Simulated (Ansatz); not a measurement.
The reference is KTaO₃ in the cubic perovskite structure (space group Pm-3m, No. 221; a = 4.0232 Å).

Modification: a negative pressure, −2 GPa.

Levels (all Ansatz, a first-principles code, PAW, earlier PAW set): PBE (420 eV, no spin-orbit coupling); r2SCAN (500 eV, spin-orbit coupling left out); HSE06 (420 eV, without spin-orbit coupling); PBE+SOC (420 eV, noncollinear with spin-orbit coupling).

One geometry, relaxed with PBE, under each level:

Notes on the quantities. electron mass: degenerate bands, along [100]; hole mass: degenerate bands, along [100].

```tsv
level	band gap	lowest conduction level above the VBM at special points	electron mass	hole mass	pressure
PBE	2.15 eV	Γ 2.15 eV; X 2.29 eV; M 4.85 eV; R 6.18 eV	–	–	-19.8 kbar
r2SCAN	2.54 eV	Γ 2.54 eV; X 2.68 eV; M 5.24 eV; R 6.60 eV	–	–	-70.0 kbar
HSE06	3.48 eV	Γ 3.48 eV; X 3.63 eV; M 6.40 eV	–	–	–
PBE+SOC	2.00 eV	Γ 2.00 eV; X 2.27 eV; M 4.70 eV; R 6.03 eV	0.27, 0.76 mₑ (at Γ)	1.1, 2.8 mₑ (at R)	-21.4 kbar
```

Single points use the geometry relaxed with PBE. Their cutoffs differ, which shifts pressures a little. The hybrid gap comes from the SCF mesh plus the semilocal run's edge points and a few special points and is an upper bound. Differences between runs with and without spin-orbit coupling are approximate. Spin-orbit coupling, missing from the scalar runs, can matter with Ta. Load acts through the strain it causes; cell and atoms are relaxed under it. Masses are band curvatures over ±0.01 Å⁻¹ around the edge. Stability against distortions was not tested.
